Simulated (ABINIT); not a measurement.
Pressure against volume in wurtzite BN (space group 186) (ABINIT, PBEsol)

```xyz
4
Lattice="2.4760 0.0000 0.0000 -1.2380 2.1442 0.0000 0.0000 0.0000 4.0975" Properties=species:S:1:pos:R:3 pbc="T T T"
B      0.0000     1.4295     0.0000
B      1.2380     0.7147     2.0487
N      0.0000     1.4295     1.5366
N      1.2380     0.7147     3.5853
```

Level of theory: PBEsol, norm-conserving pseudopotentials (PseudoDojo nc-sr-04 PBEsol standard) (plane waves; ABINIT 10.0.3). Settings: pseudos = [B.upf, N.upf]; ecut = 110 Ry; ixc = -116133; occopt = 3; tsmear = 0.01 eV; ngkpt = 15 15 8; nshiftk = 1; shiftk = 0 0 0; potentials = PseudoDojo nc-sr-04 PBEsol standard; nband = 13; kptopt = 1; nstep = 80; tolvrs = 1e-11. The cell above is the first row's. The rows scale it uniformly. In all rows fractional positions and the k mesh are held.

| V (Å^3/atom) | P (GPa) |
|---|---|
| 5.438 | ? |
| 5.557 | 24.60 |
| 5.675 | 15.00 |
| 5.793 | 6.27 |
| 5.911 | -1.68 |
| 6.030 | -8.93 |
| 6.148 | -15.52 |
| 6.266 | -21.52 |
| 6.384 | -26.99 |

Fit P of the 8 rows that show it with a cubic. With u = V - 5.97, the rows have u = -0.41300, -0.29500, -0.17700, -0.05900, 0.06000, 0.17800, 0.29600, 0.41400. Least squares gives P = -5.366 - 61.168·u + 24.563·u² - 7.267·u³. Residuals (row less fit): 0.002, -0.003, -0.001, -0.010, 0.019, -0.003, -0.012, 0.005; standard error 0.013 (degrees of freedom: 4). The fitted pressure is zero at V0 = 5.885, where dP/dV = -65.49, so B0 = -V0·dP/dV = 385 GPa.

Task: Estimate the missing P (V = 5.438); what did the run itself give?

Result: u = -0.53200, so P = -5.366 - 61.168 × (-0.53200) + 24.563 × (-0.53200)² - 7.267 × (-0.53200)³ = 35.221 GPa. The calculation gives 35.16 GPa, 0.061 GPa below the prediction (0.1 % of the range of P in the table). The row lies outside the fitted rows, so this is an extrapolation. From the scatter of the fitted rows alone, a prediction at this place has a standard error of 0.034 GPa, so the miss is 1.8 times that.

Carrying the step between the two nearest rows on in a straight line would have given 34.28, off by 0.88; series whose last step already gives the withheld value aren't shown. The scan was laid around a cell of about the measured size, scaled by a guess for this functional; axis ratios and inner coordinates come from that cell. This is a metastable polymorph. The runs keep the symmetry of the cell, so they don't test it for distortions. The shape of the cell and the inner coordinates aren't relaxed, so V0 and B0 belong to this uniform scaling; a relaxed crystal lies no higher in energy and is usually softer (forces reach 0.13 eV/Å in these rows). Cutoffs and mesh are single choices, not tested for convergence of this quantity. Series with a scatter that would blur these digits, or in which a gap closes, are not shown.
